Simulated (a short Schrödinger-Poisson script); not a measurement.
System: gated In0.52Al0.48As/In0.53Ga0.47As δ-doped gas in a quantum well, at 300 K.

```
layer        material  thickness (nm)  Na (cm⁻³)
-----  --------------  --------------  ---------
1      In0.52Al0.48As               8          -
2      In0.52Al0.48As              20          -
3      In0.53Ga0.47As               8          -
4      In0.52Al0.48As            4000       1e14
```

Constants are typed, rounded textbook-type inputs, not results; the design itself was drawn at random and stands for no fabricated device. In0.52Al0.48As: permittivity 12.5, conduction-band edge (eV) 0.52, gap (eV) 1.45, electron mass (mₑ) 0.075, Nv at 300 K (cm⁻³) 1.1e19. In0.53Ga0.47As: permittivity 13.9, conduction-band edge (eV) 0, gap (eV) 0.74, Nv at 300 K (cm⁻³) 7.7e18.

Channel valleys (confinement mass, in-plane density-of-states mass, number): Γ 0.041, 0.041, 1. At the gate the conduction-band edge of layer 1 lies 0.65 eV − eVg above the Fermi level of the channel; the field vanishes at the back. Sheet of ionised δ-doping: +2.7e12 e/cm² at 8 nm from the gate. The barrier under the gate holds no holes. Gaps are held at their typed values at every temperature. Mesh 0.08 nm at interfaces.

From a short Schrödinger-Poisson script (our own, NumPy): 1D Poisson equation in equilibrium, electrons quantum, Hartree plus LDA exchange-correlation (BenDaniel-Duke, 40 states a valley, the channel's in-plane mass for all, wave functions free to enter the barrier), parabolic valleys, classical holes, full ionisation, no traps, pinning or gate leakage.

The same stack at other levels of the model or other numerical settings:

| run | sheet density of all electrons at Vg = 0.4 V (cm⁻²) | sheet density of all electrons at Vg = -0.1 V (cm⁻²) | capacitance at Vg = 0.4 V (μF/cm²) | centroid of the channel electrons at Vg = 0.4 V (nm) | rough cost against the base |
|---|---|---|---|---|---|
| base | 1.04e12 | 9.75e10 | 0.340 | 3.75 | about 1 |
| electrons treated as classical, Boltzmann | [?] | [?] | [?] | 2.80 | 0.02 |
| electrons treated as classical, Fermi-Dirac | 1.08e12 | 1.47e11 | 0.355 | 3.55 | 0.08 |
| electrons treated as quantum, Hartree | 1.01e12 | 8.93e10 | 0.338 | 3.76 | 0.7 |
| mesh six times as coarse | 1.04e12 | 9.61e10 | 0.341 | 3.74 | 0.3 |
| one subband a valley | 1.04e12 | 9.75e10 | 0.322 | 3.75 | 0.3 |

Q: What belongs in the gaps?

A: 
- electrons treated as classical, Boltzmann, capacitance at Vg = 0.4 V (μF/cm²): 0.382
- electrons treated as classical, Boltzmann, sheet density of all electrons at Vg = -0.1 V (cm⁻²): 1.61e11
- electrons treated as classical, Boltzmann, sheet density of all electrons at Vg = 0.4 V (cm⁻²): 1.21e12

The classical rows ignore confinement, and Boltzmann statistics overrate the density once the band edge passes the Fermi level.
